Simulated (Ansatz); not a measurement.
Base system: SiC in the zinc blende structure (space group F-43m, No. 216; a = 4.329 Å). Axes: x, y, z lie along the cube axes.

Computed with LDA (Ansatz, a program for electronic structure), no SOC.

Perturbation: an isotropic linear strain of −1.50 %; the atoms relax in the strained cell.

Task: Predict the stress tensor and what it implies for the stiffness.

Result: Stress of the strained cell less that of the base (GPa, compression positive):
```
  11.36    0.00    0.00
   0.00   11.36    0.00
   0.00    0.00   11.36
```

Then B = −ΔP/(ΔV/V₀) with ΔV/V₀ = -0.0443 gives secant stiffness values (nonlinear terms included at this strain): B ≈ 256 GPa.

As a check, the harmonic strain energy −½ V₀ Δσ:ε is 16 meV/atom; the computed energy rise is 15 meV/atom.

No phonon test of stability was made.
